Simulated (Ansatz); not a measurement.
## A computed series for Ge: pressure series

Consider Ge in the diamond structure (space group Fd-3m, No. 227; a = 5.6744 Å).

Cell and atoms are relaxed at each pressure.

Computed with Kohn–Sham DFT with the r2SCAN functional, run in Ansatz (a program for electronic structure) with PAW and 500 eV plane waves, no SOC.

Computed cases, in order: pressure −2 GPa; pressure −1 GPa; 0 GPa (base); pressure 1.8 GPa; pressure 4.2 GPa; pressure 9 GPa; pressure 18 GPa; pressure 30 GPa; pressure 45 GPa; pressure 60 GPa.

Task: Between which two neighbouring cases does the gap turn between direct and indirect?

Result: Between 0 GPa (base) (0.36 eV, direct at Γ) and pressure 1.8 GPa (0.52 eV, indirect, Γ → L). The whole series: pressure −2 GPa: 0.06 eV, direct at Γ; pressure −1 GPa: 0.22 eV, direct at Γ; 0 GPa (base): 0.36 eV, direct at Γ; pressure 1.8 GPa: 0.52 eV, indirect, Γ → L; pressure 4.2 GPa: 0.61 eV, indirect, Γ → L; pressure 9 GPa: 0.65 eV, indirect, Γ → a point along ⟨100⟩, about 0.9 Å⁻¹ from Γ; pressure 18 GPa: 0.53 eV, indirect, Γ → a point along ⟨100⟩, about 0.9 Å⁻¹ from Γ; pressure 30 GPa: 0.38 eV, indirect, Γ → Γ–X (81 % along); pressure 45 GPa: 0.23 eV, indirect, Γ → Γ–X (81 % along); pressure 60 GPa: 0.08 eV, indirect, Γ → Γ–X (81 % along).

Load acts through the strain it causes; cell and atoms are relaxed under it. Whether these cells are dynamically stable was not tested. The real Ge has an indirect gap at ambient pressure; r2SCAN orders its close-lying valleys differently. Measured, Ge leaves this structure (for the β-tin structure) near 10.6 GPa (room temperature; as listed in arXiv:1906.07825). A zero or small gap of Ge under pressure −2 GPa, Ge under pressure −1 GPa, Ge under pressure 45 GPa and Ge under pressure 60 GPa can be the functional's error rather than a property of the material.
